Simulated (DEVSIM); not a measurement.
GaSb p-n junction from an implanted or diffused profile

Structure: GaSb p-n junction from an implanted or diffused profile, at 300 K.

```csv
layer (left to right),material,thickness (μm),Nd (cm⁻³),τn (s),τp (s)
1,GaSb,20.0,3.7e14,2.2e-9,2.2e-9
```

Added acceptor profile: 5e16 cm⁻³ × exp(−(x − 0 μm)²/(2·(0.084 μm)²)). Left contact: ohmic. Right contact: ohmic. Voltage is applied to the left contact. Recombination: SRH at mid-gap, Auger. Mobility is μmin + (μ − μmin)/(1 + (N/Nref)^α).

Constants are typed, rounded textbook-type inputs, not results; the design itself was drawn at random and stands for no fabricated device. Values at 300 K.

| parameter | GaSb |
|---|---|
| gap (eV) | 0.726 |
| affinity (eV) | 4.06 |
| permittivity | 15.7 |
| Nc (cm⁻³) | 2.1e17 |
| Nv (cm⁻³) | 1.8e19 |
| μn (cm²/Vs) | 5000 |
| μp (cm²/Vs) | 850 |
| μn,min | 1000 |
| μp,min | 190 |
| Nref,n | 2.8e17 |
| Nref,p | 9e17 |
| αn | 1.05 |
| αp | 0.65 |
| Cn (cm⁶/s) | 5e-30 |
| Cp (cm⁶/s) | 5e-30 |

Simulated with DEVSIM: 1D drift-diffusion, Boltzmann statistics, complete ionisation; no tunnelling, impact ionisation, image-force lowering or self-heating.

The potential step across the device at zero bias is 0.410 V and the dark forward voltage at 1 A/cm² comes out as 0.225 V. The dark forward voltage at 100 A/cm² is 0.766 V.

Dark forward current:

(V (V), J (A/cm²)): (0.05, 0.0044); (0.15, 0.10); (0.25, 2.0); (0.30, 5.5); (0.40, 18); (0.50, 35); (0.60, 56); (0.65, 68); (0.75, 95); (0.85, 130); (0.95, 160); (1.00, 180); (1.10, 230); (1.20, 280)
